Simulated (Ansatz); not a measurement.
Results of LDA (PAW; Ansatz, a first-principles code) for TiRh (Pm-3m, No. 221, 2 atoms in the cell; start mp-11563; a measured phase of this formula has another space group).

Run with plane-wave cutoff 520 eV, 18×18×18 k mesh, Fermi–Dirac smearing 0.05 eV, no spin polarisation, scalar-relativistic PAW data made under PBE.

Cell (relaxed at this level):

```cif
data_RhTi
_chemical_formula_sum 'Ti1 Rh1'
_space_group_name_H-M_alt 'P 1'
_space_group_IT_number 1
_cell_length_a 3.04406
_cell_length_b 3.04406
_cell_length_c 3.04406
_cell_angle_alpha 90.000
_cell_angle_beta 90.000
_cell_angle_gamma 90.000
loop_
_space_group_symop_operation_xyz
  'x, y, z'
loop_
_atom_site_label
_atom_site_type_symbol
_atom_site_fract_x
_atom_site_fract_y
_atom_site_fract_z
_atom_site_occupancy
Ti1 Ti 0.50000 0.50000 0.50000 1
Rh1 Rh 0.00000 0.00000 0.00000 1
```

### Question
Give the computed bulk modulus.

### Answer

* **bulk modulus**: 222 GPa

Note: the run has no spin polarisation, so it can have missed a magnetic state; the bulk modulus is −V dP/dV from two relaxed cells at ±2 % in volume; the relaxation could not lower the start's symmetry, so the cell can be a saddle point above a distorted one.

A start named mp-… is a Materials Project structure, which need not be a measured phase.
